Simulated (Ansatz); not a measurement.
The parent structure is MgTe in the zinc blende structure (space group F-43m, No. 216; a = 6.368 Å). Axes: x, y, z lie along the cube axes.

Computed with Kohn–Sham DFT with the LDA functional, run in Ansatz (an electronic-structure program) with PAW and 420 eV plane waves, no spin-orbit coupling.

Perturbation: the cell is scaled by 0.9750 in all directions; the atoms relax in the strained cell.

### Question
Predict the stress tensor and what it implies for the stiffness.

### Answer
Stress of the strained cell less that of the base (GPa, compression positive):
```
   3.45    0.00    0.00
   0.00    3.45    0.00
   0.00    0.00    3.45
```

Then B = −ΔP/(ΔV/V₀) with ΔV/V₀ = -0.0731 gives secant stiffness values (nonlinear terms included at this strain): B ≈ 47 GPa.

As a check, the harmonic strain energy −½ V₀ Δσ:ε is 26 meV/atom; the computed energy rise is 24 meV/atom.

Whether these cells are dynamically stable was not tested.
